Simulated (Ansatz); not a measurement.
Consider the following.

End structure of a constructed model of the (0001) surface of hcp Mg, a pseudomorphic layer of Mn in the host's stacking (bottom of the slab: a bare face, its two planes held):

```
CELL_PARAMETERS angstrom
      3.19902     0.00000     0.00000
     -1.59951     2.77043     0.00000
      0.00000     0.00000    31.50000
ATOMIC_POSITIONS crystal
  Mg 0.66667 0.33333 0.25858
  Mg 0.33333 0.66667 0.34079
  Mg 0.66667 0.33333 0.42399
  Mg 0.33333 0.66667 0.50669
  Mg 0.66667 0.33333 0.58949
  Mg 0.33333 0.66667 0.67228
  Mn 0.66667 0.33333 0.74390
```

Slab: 7 atoms, 15.2 Å thick at the start; k 13x13x1, smearing 0.1 eV, dipole-corrected; 2 atoms held, the rest relaxed; symmetry of the start imposed; spin-polarised, ending with about 4.2 μB a cell; orders that need a larger cell were not tried, no spin-orbit, no U. It is one candidate, not shown to be the stable structure of the face.

Question: Give the work function of the top face at the level PBE run with Ansatz (a program for electronic structure).

Answer: 3.80 eV
